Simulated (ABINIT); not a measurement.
ABINIT run on Mg₃Sc (Pm-3m, 4 atoms in the cell): self-consistent single point.

Computed with PBEsol, norm-conserving pseudopotentials (PseudoDojo nc-sr-04 PBEsol standard) (plane waves; ABINIT).

The change in words: lattice scaled by 0.98. Reference geometry:
```xyz
4
Lattice="4.6255 0.0000 0.0000 0.0000 4.6255 0.0000 0.0000 0.0000 4.6255" Properties=species:S:1:pos:R:3 pbc="T T T"
Mg     2.3128     2.3128     0.0000
Mg     0.0000     2.3128     2.3128
Mg     2.3128     0.0000     2.3128
Sc     0.0000     0.0000     0.0000
```

Reference input (self-consistent single point, DFT, PBEsol, plane waves, norm-conserving pseudopotentials (PseudoDojo nc-sr-04 PBEsol standard)): pseudos = [Mg.upf, Sc.upf]; ecut = 42 Ha; occopt = 3; tsmear = 0.00183747 Ha; ngkpt = 10 10 10; nshiftk = 1; shiftk = 0 0 0; potentials = PseudoDojo nc-sr-04 PBEsol standard; nband = 28; kptopt = 1; nstep = 60; toldfe = 1e-09 Ha. This run's input differs from it in these lines:

```diff
@@ -5,5 +5,5 @@
 rprim
-         4.6255170000    0.0000000000    0.0000000000
-         0.0000000000    4.6255170000    0.0000000000
-         0.0000000000    0.0000000000    4.6255170000
+         4.5330070000    0.0000000000    0.0000000000
+         0.0000000000    4.5330070000    0.0000000000
+         0.0000000000    0.0000000000    4.5330070000
 natom 4
@@ -13,5 +13,5 @@
 xcart
-         2.3127585000    2.3127585000    0.0000000000
-         0.0000000000    2.3127585000    2.3127585000
-         2.3127585000    0.0000000000    2.3127585000
+         2.2665035000    2.2665035000    0.0000000000
+         0.0000000000    2.2665035000    2.2665035000
+         2.2665035000    0.0000000000    2.2665035000
          0.0000000000    0.0000000000    0.0000000000
```

Output (repeated stretches shortened):

```
--- !BeginCycle
solver: {iscf: 7, nstep: 60, nline: 4, wfoptalg: 0, }
tolerances: {toldfe: 1.00E-09, }
...

     iter   Etot(hartree)      deltaE(h)  residm     vres2
 ETOT  1  -226.09022510855    -2.261E+02 1.646E-01 3.717E+01
 ETOT  2  -226.16254779469    -7.232E-02 4.101E-02 6.071E+02
 ETOT  3  -226.23803381271    -7.549E-02 3.849E-02 7.554E+01
 ETOT  4  -226.24770523889    -9.671E-03 9.257E-02 3.367E-01
 ETOT  5  -226.24779019854    -8.496E-05 7.986E-03 7.304E-02
 ETOT  6  -226.24779919972    -9.001E-06 2.028E-03 7.666E-04
 ETOT  7  -226.24779930162    -1.019E-07 1.472E-03 2.475E-05
 ETOT  8  -226.24779930514    -3.521E-09 1.361E-03 2.869E-08
 ETOT  9  -226.24779930516    -2.066E-11 7.635E-04 9.255E-09
 ETOT 10  -226.24779930516     7.816E-12 1.354E-03 4.091E-11
 At SCF step   10, etot is converged :
  for the second time, diff in etot=  7.816E-12 < toldfe=  1.000E-09

 Cartesian components of stress tensor (hartree/bohr^3)
  sigma(1 1)=  5.05199723E-05  sigma(3 2)=  0.00000000E+00
  sigma(2 2)=  5.05199723E-05  sigma(3 1)=  0.00000000E+00
  sigma(3 3)=  5.05199723E-05  sigma(2 1)=  0.00000000E+00

 ----iterations are completed or convergence reached----

 reduced coordinates (array xred) for    4 atoms
       0.500000000000      0.500000000000      0.000000000000
       0.000000000000      0.500000000000      0.500000000000
       0.500000000000      0.000000000000      0.500000000000
       0.000000000000      0.000000000000      0.000000000000
 cartesian forces (eV/Angstrom) at end:
    1     -0.00000000000000    -0.00000000000000    -0.00000000000000
   [... lines left out ...]
 Fermi (or HOMO) energy (hartree) =   0.16869   Average Vxc (hartree)=  -0.33534
 Fermi (or HOMO) energy (eV) =   4.59033   Average Vxc (eV)=  -9.12518
   [... lines left out ...]
total_energy        : -2.26247799305156E+02
total_energy_eV     : -6.15651571437284E+03
band_energy         : -4.81915361763543E+01
...

-Cartesian components of stress tensor (GPa)         [Pressure= -1.4863E+00 GPa]
- sigma(1 1)=  1.48634865E+00  sigma(3 2)=  0.00000000E+00
- sigma(2 2)=  1.48634865E+00  sigma(3 1)=  0.00000000E+00
- sigma(3 3)=  1.48634865E+00  sigma(2 1)=  0.00000000E+00

 Calculation completed.
```

The run converged in 10 iterations. Against the reference run the free energy drops by 23.4 meV/atom and the pressure goes from -3.58 to -1.49 GPa.

The starting cell comes from a database of computed structures (which also holds hypothetical and non-ambient phases and stackings), without a prior relaxation at this level. Its lattice was rescaled by a random factor within 2.5 % of one. For this run, on top of that: lattice scaled by 0.98.

Cost on one core of a shared machine: roughly 5 min.
